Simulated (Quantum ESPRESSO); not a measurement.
Worked example: self-consistent single point of TaN (P3m1, 2 atoms in the cell) in Quantum ESPRESSO.

Method: PBEsol, PseudoDojo standard norm-conserving (PBESOL) pseudopotentials (plane waves; Quantum ESPRESSO 7.5).

```
CELL_PARAMETERS angstrom
      2.94876     0.00000     0.00000
     -1.47438     2.55370     0.00000
      0.00000     0.00000     2.89885
ATOMIC_POSITIONS crystal
  Ta 0.00000 0.00000 0.51725
  N  0.66667 0.33333 0.00000
```

Reference input (self-consistent single point, DFT, PBEsol, plane waves, PseudoDojo standard norm-conserving (PBESOL) pseudopotentials): ecutwfc = 85 Ry; occupations = smearing; smearing = fermi-dirac; degauss = 0.0073499 Ry; potentials = {Ta: Ta.upf, N: N.upf}; K_POINTS = automatic 9 9 8 0 0 0; conv_thr = 1e-09 Ry; mixing_beta = 0.5. This run's input differs from it in these lines:

```diff
@@ -17,3 +17,3 @@
  smearing = 'fermi-dirac'
- degauss = 0.0073499
+ degauss = 0.02205
 /
@@ -30,3 +30,3 @@
 K_POINTS {automatic}
-9 9 8  0 0 0
+10 10 8  0 0 0
```

The program printed (abridged):

```
     Self-consistent Calculation

     iteration #  1     ecut=    85.00 Ry     beta= 0.50

     total energy              =    -150.88535601 Ry
     estimated scf accuracy    <       0.37342779 Ry

     iteration #  2     ecut=    85.00 Ry     beta= 0.50

     total energy              =    -150.99609144 Ry
     estimated scf accuracy    <       0.20927779 Ry

     iteration #  3     ecut=    85.00 Ry     beta= 0.50

     total energy              =    -151.03147732 Ry
     estimated scf accuracy    <       0.00279978 Ry

   [... 5 blocks of this kind left out ...]

     iteration #  9     ecut=    85.00 Ry     beta= 0.50

     total energy              =    -151.03236045 Ry
     estimated scf accuracy    <          3.2E-09 Ry

     iteration # 10     ecut=    85.00 Ry     beta= 0.50
     End of self-consistent calculation

     the Fermi energy is    19.7988 ev

!    total energy              =    -151.03236045 Ry
     estimated scf accuracy    <          8.2E-11 Ry
     smearing contrib. (-TS)   =      -0.00581388 Ry
     internal energy E=F+TS    =    -151.02654657 Ry

     convergence has been achieved in  10 iterations

     Forces acting on atoms (cartesian axes, Ry/au):

     atom    1 type  1   force =     0.00000000    0.00000000   -0.02505355
     atom    2 type  2   force =     0.00000000    0.00000000    0.02505355

     Total force =     0.035431     Total SCF correction =     0.000001

          total   stress  (Ry/bohr**3)                   (kbar)     P=      -86.81
  -0.00053733   0.00000000   0.00000000          -79.04        0.00        0.00
   0.00000000  -0.00053733   0.00000000            0.00      -79.04        0.00
   0.00000000  -0.00000000  -0.00069573            0.00       -0.00     -102.35

   JOB DONE.
```

The run converged in 10 iterations. Against the reference run the free energy drops by 11.9 meV/atom, the pressure goes from -8.89 to -8.68 GPa and the largest force hardly changes (0.647 to 0.644 eV/Å).

The starting cell comes from a database of computed structures (which also holds hypothetical and non-ambient phases and stackings), without a prior relaxation at this level. Its lattice was rescaled by up to half a per cent. One atom was moved a little off its site on purpose. Spin polarisation is off. With a pressure of about -9 GPa the cell is away from its equilibrium volume at this level.

Cost on one core of a shared machine: roughly 30 s.
